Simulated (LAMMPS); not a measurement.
Liquid films of Cr at 2940 K.

Interatomic potentials used:
- EAM-type FeCr.cdeam: classical MD, pair style eam/cd, file FeCr.cdeam (LAMMPS); Stukowski, Sadigh, Erhart and Caro, Model Simul Mater Sci Eng, 7, 075005 (2009)
- MEAM MoCoNiVFeAlCr_2nn.meam: classical MD, pair style meam, file MoCoNiVFeAlCr_2nn.meam (LAMMPS); Wang, J., Kwon, H., Kim, H.S. et al. A neural network model for high entropy alloy design. npj Comput Mater 9, 60 (2023).
- MEAM library.meam-Cr: classical MD, pair style meam, file library.meam (library.meam-Cr) (LAMMPS); Baskes, Phys Rev B, 46, 2727-2742 (1992)

```tsv
potential	surface tension	excess energy	rough cost (ms per atom and simulated ps)
EAM-type FeCr.cdeam	0.99 ± 0.06 N/m	2.1 J/m²	1 to 3
MEAM MoCoNiVFeAlCr_2nn.meam	1.04 ± 0.04 N/m	2.0 J/m²	3 to 10
MEAM library.meam-Cr	0.11 ± 0.03 N/m	0.39 J/m²	1 to 3
```

Costs are rough: whole-run CPU time with set-up and analysis, from shared machines, in bands a factor of about three wide.

Caution: the potential MEAM library.meam-Cr is a first-neighbour MEAM set with a 4 Å cutoff, used here without a parameter file and away from the static properties it was fitted to.

The ± values are statistical; the model's systematic error is not in them.
